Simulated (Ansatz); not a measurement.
Base system: GaSb in the zinc blende structure (space group F-43m, No. 216; a = 6.111 Å). Axes: x, y, z lie along the cube axes.

The values are results of PBEsol (Ansatz, a program for electronic structure), no spin-orbit coupling, not measurements.

Strains are applied to the cell and any free atomic positions relax; under biaxial strain the out-of-plane vector relaxes too.

One change was made to it. Results:

```tsv
quantity	base	after
pressure (mean of the normal stresses, compression positive)	0.0 GPa	1.7 GPa
energy relative to the base (free energy F)	0 meV/atom	+6.8 meV/atom
```

Q: What was done to the base?
A) isotropic strain +1.16 %
B) isotropic strain −1.61 %
C) uniaxial strain ε_zz = −3.04 %
D) biaxial strain −1.63 %, plane normal [110], relaxed out of plane

A: C, uniaxial strain ε_zz = −3.04 %. For comparison, the energy relative to the base in the other runs: isotropic strain −1.61 % gives +11 meV/atom; biaxial strain −1.63 %, plane normal [110], relaxed out of plane gives +5.3 meV/atom; isotropic strain +1.16 % gives +5.4 meV/atom.

Whether these cells are dynamically stable was not tested. All final runs are without spin polarisation.
